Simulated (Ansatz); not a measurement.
Carrier properties of ZnSe under load (space group F-43m)

Given:

```xyz
2
Lattice="0.0000 2.8480 2.8480 2.8480 0.0000 2.8480 2.8480 2.8480 0.0000" Properties=species:S:1:pos:R:3 pbc="T T T"
Zn     0.0000     0.0000     0.0000
Se     4.2720     4.2720     4.2720
```

Computed with PBEsol with spin-orbit coupling, rigid bands (plane waves, PAW; Ansatz, an electronic-structure program). Condition of this run: hydrostatic pressure -2 GPa (the target of the relaxation). Cell: cell and atoms relaxed with PBEsol, then loaded as said.

| Quantity | Value |
|---|---|
| band gap | 0.99 eV |
| electron conductivity mass (300 K, dilute) | 0.094 mₑ |
| hole conductivity mass (300 K, dilute) | 0.69 mₑ |
| effective density of states N_c (300 K) | 6.9e17 cm⁻³ |
| effective density of states N_v (300 K) | 2.7e19 cm⁻³ |
| density-of-states mass, electrons | 0.091 mₑ |
| density-of-states mass, holes | 1.04 mₑ |
| Seebeck coefficient, n-type 1e19 cm⁻³, 300 K | -61 μV/K |
| Seebeck coefficient, p-type 1e19 cm⁻³, 300 K | 301 μV/K |

Rigid bands; masses and Seebeck coefficients take one relaxation time τ for all states and one kind of carrier; polarons and phonon drag are left out.
